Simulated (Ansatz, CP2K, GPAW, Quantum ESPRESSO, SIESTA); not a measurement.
# One structure in several programs: BaNiF₆ (R-3m, 8 atoms in the cell)

Self-consistent single point.

```
CELL_PARAMETERS angstrom
      3.58404     2.06925     2.27840
     -3.58404     2.06925     2.27840
      0.00000    -4.13850     2.27840
ATOMIC_POSITIONS crystal
  Ba 0.50000 0.50000 0.50000
  Ni 0.00000 0.00000 0.00000
  F  0.73484 0.73484 0.07365
  F  0.26516 0.26516 0.92635
  F  0.07365 0.73484 0.73484
  F  0.92635 0.26516 0.26516
  F  0.73484 0.07365 0.73484
  F  0.26516 0.92635 0.26516
```

Shared settings, as Ansatz (a first-principles code) writes them: kpoints.mp_grid.grid = 4 4 4; scf.occupations.method = fermi_dirac; scf.occupations.width = 0.05 eV. Potentials and cutoffs stand in the table.

| code | model | pressure (GPa) | largest force (eV/Å) | gap on the mesh (eV) | cutoff |
|---|---|---|---|---|---|
| GPAW | PBEsol, GPAW PAW datasets PBEsol (made by gpaw-setup) | – | 1.015 | 1.651 | 950 eV |
| CP2K | PBEsol, GPW, DZVP-MOLOPT-SR-GTH basis, GTH-PBE potentials (GTH_POTENTIALS) | 9.01 | 0.840 | 1.544 | grid 600 Ry |
| SIESTA | GGA PBEsol, numerical atomic orbitals DZP, PseudoDojo PBEsol standard norm-conserving potentials (rewritten from UPF to PSML) | 8.17 | 1.060 | 1.442 | grid 400 Ry |
| Ansatz | PBEsol, PAW files made with PBE | 5.86 | 0.737 | 1.587 | 420 eV |
| Quantum ESPRESSO | PBEsol, SSSP 1.1.2 efficiency (PBE) pseudopotentials | 7.22 | 0.844 | 1.619 | 50 Ry |

A dash marks a value that a program does not give, or that is left out as unsure.

Gaps are read on the mesh.

The spread over the programs that give each value: pressure within 3.15 GPa; largest force within 0.323 eV/Å; gap on the mesh within 0.209 eV.

CP2K and SIESTA use small atom-centred bases, whose incompleteness enters pressures, forces and empty levels differently from a plane-wave cutoff. Ansatz's pressure is given at a fixed set of plane waves, as the other plane-wave codes print theirs; with its correction for the finite basis it is 6.35 GPa (the shift of 0.49 GPa shows how far the cutoff is from converged). The pressure of GPAW is left out: its cutoff lies under the one at which its stress was checked. In the pressure, CP2K (by 2.47) and SIESTA (by 1.63) lie more than 1 GPa from the median of the plane-wave programs. In the gap, SIESTA (by 0.177) lies more than 0.12 eV from the median of the plane-wave programs.

The starting cell comes from a database of computed structures (which also holds hypothetical and non-ambient phases and stackings), without a prior relaxation at this level. Its lattice was rescaled by a random factor within 2.5 % of one.

Keys are those of Ansatz 0.2.
